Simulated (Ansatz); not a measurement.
Reference: GaP (F-43m), r2SCAN with spin-orbit coupling, rigid bands (plane waves, PAW; Ansatz, a program for electronic structure); axes and stresses refer to this cell.

```
CELL_PARAMETERS angstrom
      0.00000     2.72581     2.72581
      2.72581     0.00000     2.72581
      2.72581     2.72581     0.00000
ATOMIC_POSITIONS crystal
  Ga 0.00000 0.00000 0.00000
  P  0.25000 0.25000 0.25000
```

The Seebeck coefficient, p-type 1e19 cm⁻³ is 319 μV/K and the band gap is 1.82 eV. The Seebeck coefficient, n-type 1e19 cm⁻³ is -328 μV/K.

Task: After one change the values are Seebeck coefficient, p-type 1e19 cm⁻³ 259 μV/K; band gap 1.71 eV; Seebeck coefficient, n-type 1e19 cm⁻³ -304 μV/K. Name the change that produced these shifts.
A. uniaxial stress along [111] of 1 GPa (compression positive)
B. uniaxial stress along [111] of 2 GPa (compression positive)
C. uniaxial stress along [110] of 1 GPa (compression positive)
D. uniaxial stress along [110] of 2 GPa (compression positive)

Result: D, uniaxial stress along [110] of 2 GPa (compression positive)

Seebeck coefficients are for the stated density at 300 K, with one relaxation time for all states and whether or not that doping can be reached. Stresses and pressures are the targets of the relaxation.  The structure type is held under load, also where the real crystal would transform.
